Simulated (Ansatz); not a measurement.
A self-consistent single point of ZrTiTe4 (Pm, 6 atoms in the cell) with Ansatz (a first-principles code).

Method: PBEsol, default PAW files made with PBE (plane waves; Ansatz).

```xyz
6
Lattice="6.7722 0.0000 0.0000 0.0000 3.9131 0.0000 -0.0140 0.0000 6.8480" Properties=species:S:1:pos:R:3 pbc="T T T"
Zr     3.3861     1.9566     0.0500
Ti     0.0000     0.0000     0.0000
Te     5.7152     1.9566     1.6917
Te     1.0430     1.9566     5.1563
Te     2.1888     0.0000     1.7505
Te     4.5693     0.0000     5.0975
```

Reference input (self-consistent single point, DFT, PBEsol, plane waves, default PAW files made with PBE): basis.ecutwfc = 420 eV; kpoints.mp_grid.grid = 3 7 3; hamiltonian.xc = pbesol; hamiltonian.pseudopotentials = {kind: paw} (the program's default PAW files); scf.occupations.method = gaussian; scf.occupations.width = 0.1 eV. This run's input differs from it in these lines:

Ansatz 0.2 input:
```diff
@@ -17,3 +17,3 @@
   mp_grid:
-    grid: [3, 7, 3]
+    grid: [4, 6, 4]
 hamiltonian:
@@ -25,3 +25,3 @@
     method: gaussian
-    width: 0.1
+    width: 0.05
 output:
```

The program printed (abridged):

```
SCF iter   1: F=—  HF=-34213.180219 eV  |F-HF|=—  |Δ(HF+E_count)|=         —  Δρ=4.31e-3  dr2=4.10e-2  ethr=1.77e-3  ⟨swp⟩=8.1  Hψ=8559  notcnv=0  defer=1
all-band conjugate gradients solve this SCF's bands
preconditioner: auto → LDOS
SCF iter   2: F=—  HF=-34213.180366 eV  |F-HF|=—  |Δ(HF+E_count)|=   1.47e-4  Δρ=4.88e-3  dr2=7.76e-2  ethr=4.66e-5  ⟨swp⟩=2.9  Hψ=4651  notcnv=0  defer=67
   [... lines left out ...]
SCF iter   4: F=—  HF=-34213.172753 eV  |F-HF|=—  |Δ(HF+E_count)|=   1.06e-3  Δρ=3.84e-4  dr2=4.73e-4  ethr=1.30e-5  ⟨swp⟩=2.0  Hψ=2268  notcnv=0  defer=67
SCF iter   5: F=—  HF=-34213.172690 eV  |F-HF|=—  |Δ(HF+E_count)|=   6.30e-5  Δρ=6.86e-5  dr2=1.55e-5  ethr=5.37e-7  ⟨swp⟩=2.0  Hψ=2524  notcnv=0  defer=67
SCF iter   6: F=—  HF=-34213.172633 eV  |F-HF|=—  |Δ(HF+E_count)|=   5.69e-5  Δρ=1.41e-5  dr2=3.40e-7  ethr=1.77e-8  ⟨swp⟩=2.0  Hψ=3258  notcnv=0  defer=66
SCF iter   7: F=-34213.172633 eV  HF=-34213.172633 eV  |F-HF|=4.37e-11  |Δ(HF+E_count)|=   2.98e-8  Δρ=5.11e-6  dr2=3.81e-8  ethr=1.14e-10  ⟨swp⟩=10.2  Hψ=8925  notcnv=0
SCF 1 converged in 7 iterations: F = -34213.172633 eV  dr2 = 3.81e-8
Free energy (F): -34213.172633 eV
Internal energy: -34213.170247 eV  (E = F + TS)
E sigma→0 (E₀):  -34213.171440 eV
Entropy (-TS):   -0.002386 eV (-0.398 meV/atom)
Fermi energy:    9.036604 eV
--- Forces (eV/Å), atoms counted from 1 ---
  atom   1  Zr     0.05400974     0.00000000    -0.44029503
  atom   2  Ti    -0.04177671     0.00000000    -0.09916949
  atom   3  Te     0.08879360     0.00000000     0.11609327
  atom   4  Te     0.04099085     0.00000000     0.07415088
  atom   5  Te    -0.13165095     0.00000000     0.22560986
  atom   6  Te    -0.01037171     0.00000000     0.12364029
--- Stress (GPa, compression-positive) ---
       -2.890405       0.000000      -0.126410
        0.000000      -2.627256       0.000000
       -0.126411       0.000000      -1.539627
  P = ⅓ Tr σ = -2.3524 GPa (-23.524 kbar)
  The stress holds the Pulay correction. Without it, at fixed plane waves, as pw.x and ABINIT print it: P = -2.3752 GPa
```

The run converged in 7 iterations. Against the reference run the free energy hardly moves (within 1 meV/atom), the pressure moves little (-2.34 to -2.35 GPa) and the largest force goes from 0.429 to 0.444 eV/Å.

The starting cell comes from a database of computed structures (which also holds hypothetical and non-ambient phases and stackings), without a prior relaxation at this level. Its lattice was rescaled by up to half a per cent. One atom was moved a little off its site on purpose. Spin-orbit coupling is off. Spin polarisation is off, so a magnetic state, if there is one, cannot be reached. Ansatz's pressure includes its estimate of the finite-basis (Pulay) stress.
